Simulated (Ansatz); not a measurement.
The structure below was relaxed with r2SCAN in Ansatz (plane waves to 500 eV, PAW, no spin-orbit coupling), earlier PAW set, at pressure 0.3 GPa.

```
CELL_PARAMETERS angstrom
      5.12045     0.00000     0.00000
      0.00000     3.34027     0.00000
      0.00000     0.00000     5.56420
ATOMIC_POSITIONS crystal
  Ni 0.50770 0.25000 0.68864
  Ni 0.00770 0.25000 0.81136
  Ni 0.49230 0.75000 0.31136
  Ni 0.99230 0.75000 0.18864
  Si 0.67874 0.25000 0.08331
  Si 0.17874 0.25000 0.41669
  Si 0.32126 0.75000 0.91669
  Si 0.82126 0.75000 0.58331
```

Task: Find the space group and the Wyckoff positions.

Result: Space group Pnma (No. 62); a = 5.1205 Å, b = 3.3403 Å, c = 5.5642 Å, α = β = γ = 90.00°

| atom | site | symmetry | x | y | z |
|---|---|---|---|---|---|
| Ni | 4c | .m. | 0.0077 | 0.2500 | 0.8114 |
| Si | 4c | .m. | 0.1787 | 0.2500 | 0.4167 |

Load acts through the strain it causes; cell and atoms are relaxed under it. Stability against distortions was not tested. All final runs are without spin polarisation. The cell was made from NiSi (space group Pnma, No. 62; non-magnetic) by this change: pressure 0.3 GPa.

Ansatz is a program for electronic structure.
